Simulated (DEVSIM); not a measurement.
System: Schottky contact on p-type GaAs, at 300 K.

Layer 1 from the left is GaAs, thickness (μm) 19.0, Na (cm⁻³) 3.2e16, τn (s) 3.7e-9, τp (s) 3.7e-9.

Left contact: Schottky, work function 4.674 eV, emission velocity 3.3e6 cm/s. Right contact: ohmic. Voltage is applied to the left contact. Recombination: SRH at mid-gap. Mobility is μmin + (μ − μmin)/(1 + (N/Nref)^α).

Constants are typed, rounded textbook-type inputs, not results; the design itself was drawn at random and stands for no fabricated device. Values at 300 K.

GaAs: gap (eV) 1.424, affinity (eV) 4.07, permittivity 12.9, Nc (cm⁻³) 4.7e17, Nv (cm⁻³) 9e18, μn (cm²/Vs) 8500, μp (cm²/Vs) 400, μn,min 500, μp,min 20, Nref,n 6e16, Nref,p 1.5e17, αn 0.39, αp 0.38.

Problem. Estimate by hand the built-in potential, the peak field at zero bias, the capacitance at 3 V, and compare with a numerical solution.

Solution. 
- Built-in potential: barrier φB = 0.820 eV; Vbi = φB − kT/q ln(N_band/N) = 0.674 V; numerical 0.674 V.
- Peak field at zero bias: depletion approximation: W = √(2εVbi/(qN)) = 0.173 μm with N = 3.20e16 cm⁻³; field = 2Vbi/W = 77800 V/cm; numerical 76100 V/cm (estimate above by 2.3 %).
- Capacitance at 3 V: C = √(qεN / 2(Vbi + |V|)) = 28.2 nF/cm²; numerical 28.3 nF/cm².

Model (solved in DEVSIM): 1D drift-diffusion, Boltzmann statistics, complete ionisation; no tunnelling, impact ionisation, image-force lowering or self-heating. Metal contacts follow the ideal Schottky-Mott rule: no Fermi-level pinning, no interface dipoles.
